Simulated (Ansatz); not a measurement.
The reference is PtAs2 (space group Pa-3, No. 205).

```yaml
crystal:
  lattice:
    - [5.98025, 0.00000, 0.00000]
    - [0.00000, 5.98025, 0.00000]
    - [0.00000, 0.00000, 5.98025]
  atoms:
    - { symbol: As, position: [0.38300, 0.38300, 0.38300] }
    - { symbol: As, position: [0.61700, 0.61700, 0.61700] }
    - { symbol: As, position: [0.11700, 0.61700, 0.88300] }
    - { symbol: As, position: [0.88300, 0.38300, 0.11700] }
    - { symbol: As, position: [0.88300, 0.11700, 0.61700] }
    - { symbol: As, position: [0.11700, 0.88300, 0.38300] }
    - { symbol: As, position: [0.61700, 0.88300, 0.11700] }
    - { symbol: As, position: [0.38300, 0.11700, 0.88300] }
    - { symbol: Pt, position: [0.00000, 0.00000, 0.00000] }
    - { symbol: Pt, position: [0.50000, 0.00000, 0.50000] }
    - { symbol: Pt, position: [0.50000, 0.50000, 0.00000] }
    - { symbol: Pt, position: [0.00000, 0.50000, 0.50000] }
```

Cartesian axes are those of the cell as printed.

Calculations: Ansatz (a program for electronic structure) PBEsol, without spin-orbit coupling, earlier PAW set.

Base values:

The band gap is 0.26 eV and the smallest direct gap is 1.00 eV.

The change: the cell is compressed by 1.06 % along y with no lateral relaxation; the atoms relax in the strained cell.

What happens to the stress?

The stress (xx, yy, zz, yz, xz, xy; compression positive) comes out as (0.78, 3.56, 0.78, 0.00, 0.00, 0.00) GPa.

Predict the new band gap.

The band gap goes up by 0.04 eV (0.26 eV → 0.30 eV).

What happens to the smallest direct gap?

The smallest direct gap shrinks by 0.02 eV (1.00 eV → 0.98 eV).

Spin-orbit coupling, missing from the scalar runs, can matter with Pt. Whether these cells are dynamically stable was not tested. A zero or small gap of PtAs2 can be the functional's error rather than a property of the material.
